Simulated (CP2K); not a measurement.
**Convergence study of shifted k-point meshes for Sb (Im-3m, 1 atom in the cell)**

```
CELL_PARAMETERS angstrom
      3.22505     0.00000     0.00000
     -1.07502     3.04061     0.00000
     -1.07502    -1.52030     2.63324
ATOMIC_POSITIONS crystal
  Sb 0.00000 0.00000 0.00000
```

Method: LDA (Pade form), GPW, DZVP-MOLOPT-SR-GTH basis, GTH-PADE potentials (GTH_POTENTIALS) (CP2K).

Base settings: CUTOFF = 400 Ry; REL_CUTOFF = 50 Ry; SMEAR/METHOD = GAUSSIAN; SIGMA = 0.1 eV; KPOINTS/SCHEME = MONKHORST-PACK 6 6 6; GAMMA_CENTERED = T; XC_FUNCTIONAL = PADE; Sb/BASIS_SET = DZVP-MOLOPT-SR-GTH-q5; Sb/POTENTIAL = GTH-PADE-q5; METHOD = GPW.

In this ladder: GAMMA_CENTERED = default.

Only quantities that move along the ladder and can be compared are tabulated.

The starting cell comes from a database of computed structures (which also holds hypothetical and non-ambient phases and stackings), without a prior relaxation at this level. Its lattice was rescaled by up to half a per cent. Values carry the incompleteness of an atom-centred basis.

| KPOINTS/SCHEME | free energy less the last step's (meV/atom) | pressure (GPa) |
|---|---|---|
| MONKHORST-PACK 2 2 2 | 2992.33 | 36.01 |
| MACDONALD 3 3 3 0.1666666667 0.1666666667 0.1666666667 | 936.83 | -0.12 |
| MONKHORST-PACK 4 4 4 | -6.04 | 2.28 |
| MACDONALD 5 5 5 0.1 0.1 0.1 | 113.70 | 2.40 |
| MONKHORST-PACK 6 6 6 | 24.30 | 1.47 |
| MACDONALD 7 7 7 0.07142857143 0.07142857143 0.07142857143 | -54.13 | 0.14 |
| MONKHORST-PACK 8 8 8 | 6.35 | 1.46 |
| MACDONALD 9 9 9 0.05555555556 0.05555555556 0.05555555556 | -2.05 | -0.23 |
| MONKHORST-PACK 10 10 10 | 9.55 | 0.65 |
| MACDONALD 11 11 11 0.04545454545 0.04545454545 0.04545454545 | -2.17 | 0.52 |
| MONKHORST-PACK 12 12 12 | 12.07 | 0.88 |
| MACDONALD 13 13 13 0.03846153846 0.03846153846 0.03846153846 | 7.69 | 0.29 |
| MACDONALD 15 15 15 0.03333333333 0.03333333333 0.03333333333 | 3.38 | 0.73 |
| MONKHORST-PACK 16 16 16 | -4.49 | 0.56 |
| MONKHORST-PACK 18 18 18 | 0.69 | 0.61 |
| MONKHORST-PACK 20 20 20 | 0.00 | 0.70 |

Coarsest KPOINTS/SCHEME that holds the pressure within 0.5 GPa of the last step, with all finer ones: MONKHORST-PACK 10 10 10; the step before is off by 0.93 GPa.

Coarsest KPOINTS/SCHEME that holds the free energy within 5 meV/atom of the last step, with all finer ones: MACDONALD 15 15 15 0.03333333333 0.03333333333 0.03333333333; the step before is off by 7.7 meV/atom.
